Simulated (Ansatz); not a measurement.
# Hypothetical P4_2/mnm GaAs: carrier doping

Base system: GaAs (space group P4_2/mnm, No. 136; a hypothetical phase, not in the database extracts checked).

```
GaAs
1.0
    7.02473     0.00000     0.00000
    0.00000     7.02473     0.00000
    0.00000     0.00000     4.06160
Ga As
4 4
Direct
  0.32394   0.67606   0.00000
  0.67606   0.32394   0.00000
  0.82394   0.82394   0.50000
  0.17606   0.17606   0.50000
  0.31823   0.31823   0.00000
  0.68177   0.68177   0.00000
  0.18177   0.81823   0.50000
  0.81823   0.18177   0.50000
```

Carriers are added at fixed cell with a uniform background; the Fermi–Dirac width is that of 300 K.

Computed with PBE (Ansatz, a program for electronic structure), scalar-relativistic without spin-orbit coupling.

Notes on the quantities. Fermi level from band edge: Fermi level relative to the doped band's edge (positive inside the band; to 0.05 eV).

| variant | Fermi level from band edge | largest internal atomic displacement | gap between the host's bands |
|---|---|---|---|
| undoped | – | – | 0.21 eV |
| electrons 2.0×10^21 cm⁻³ | +1.10 eV | 0.011 Å | 0.22 eV |
| electrons 5.0×10^21 cm⁻³ | +1.25 eV | 0.023 Å | 0.22 eV |
| electrons 7.0×10^21 cm⁻³ | ? | 0.033 Å | 0.22 eV |
| holes 2.0×10^21 cm⁻³ | +0.40 eV | – | 0.22 eV |
| holes 5.0×10^21 cm⁻³ | +0.70 eV | ? | 0.24 eV |
| holes 7.0×10^21 cm⁻³ | ? | 0.021 Å | 0.25 eV |

Complete the table.


- electrons 7.0×10^21 cm⁻³, Fermi level from band edge: +1.40 eV
- holes 5.0×10^21 cm⁻³, largest internal atomic displacement: 0.014 Å
- holes 7.0×10^21 cm⁻³, Fermi level from band edge: +0.80 eV

Carriers are added with a uniform compensating background; total energy and stress of such cells depend on the potential's zero and are not compared; many-body gap narrowing is missing at this level. Stability against distortions was not tested. The zero or small gap of GaAs can change with the level of theory.
